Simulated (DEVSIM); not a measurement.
Device: CdS/CdTe n-p heterojunction, at 300 K.

```tsv
layer (left to right)	material	thickness (μm)	Nd (cm⁻³)	Na (cm⁻³)	τn (s)	τp (s)
1	CdS	0.170	3.5e16	-	2e-8	2e-8
2	CdTe	0.550	-	7.4e17	6e-7	2e-8
```

Left contact: ohmic. Right contact: ohmic. Voltage is applied to the left contact. Recombination: SRH at mid-gap, radiative, Auger. Mobility is constant in doping.

Constants are typed, rounded textbook-type inputs, not results; the design itself was drawn at random and stands for no fabricated device. Values at 300 K.

```
parameter         CdS    CdTe
-------------  ------  ------
gap (eV)          2.4     1.5
affinity (eV)     4.3    4.28
permittivity        9    10.2
Nc (cm⁻³)      2.2e18    8e17
Nv (cm⁻³)      1.8e19  1.8e19
μn (cm²/Vs)       300    1000
μp (cm²/Vs)        25      80
B (cm³/s)       1e-10   1e-10
Cn (cm⁶/s)      1e-30   1e-30
Cp (cm⁶/s)      1e-30   1e-30
```

DEVSIM, 1D drift-diffusion, Boltzmann statistics, complete ionisation; no tunnelling, impact ionisation, image-force lowering or self-heating. Band offsets follow the typed affinities; no thermionic-emission limit at abrupt steps, no polarisation charge.

Q: Tabulate band edges, carrier densities and field at -1.1 V on the left contact.

A: Energies count from the Fermi level of the right contact; mesh points crowd at the junctions.

```
x (μm)    Ec (eV)  Ev (eV)  n (cm⁻³)  p (cm⁻³)  field (V/cm)
--------  -------  -------  --------  --------  ------------
0.000       1.207   -1.193    3.5e16     < 1e2            71
0.003981    1.207   -1.193    3.5e16     < 1e2            73
0.01171     1.207   -1.193    3.5e16     < 1e2            85
0.02482     1.207   -1.193    3.5e16     < 1e2           140
0.05949     1.209   -1.191    3.3e16     < 1e2           790
0.1063      1.223   -1.177    1.9e16     < 1e2          7500
0.1364      1.265   -1.135    3.7e15     < 1e2         22000
0.1572      1.326   -1.074    3.5e14     < 1e2         36000
0.1654      1.358   -1.042    1.0e14     < 1e2         42000
0.1697      1.376   -1.024    5.0e13       110         45000
0.1733      1.408   -0.092    5.4e12    5.1e17         21000
0.1842      1.417   -0.083    3.7e12    7.1e17          2000
0.2000      1.417   -0.083    3.5e12    7.4e17            60
0.2287      1.417   -0.083    3.3e12    7.4e17           ≈ 0
0.3128      1.417   -0.083    2.8e12    7.4e17           ≈ 0
0.4346      1.417   -0.083    1.9e12    7.4e17           ≈ 0
0.5652      1.417   -0.083    1.0e12    7.4e17           ≈ 0
0.6408      1.417   -0.083    5.3e11    7.4e17           ≈ 0
0.6872      1.417   -0.083    2.2e11    7.4e17           ≈ 0
0.7042      1.417   -0.083    1.1e11    7.4e17           ≈ 0
0.7140      1.417   -0.083    4.0e10    7.4e17           ≈ 0
0.7200      1.417   -0.083     < 1e2    7.4e17           ≈ 0
```
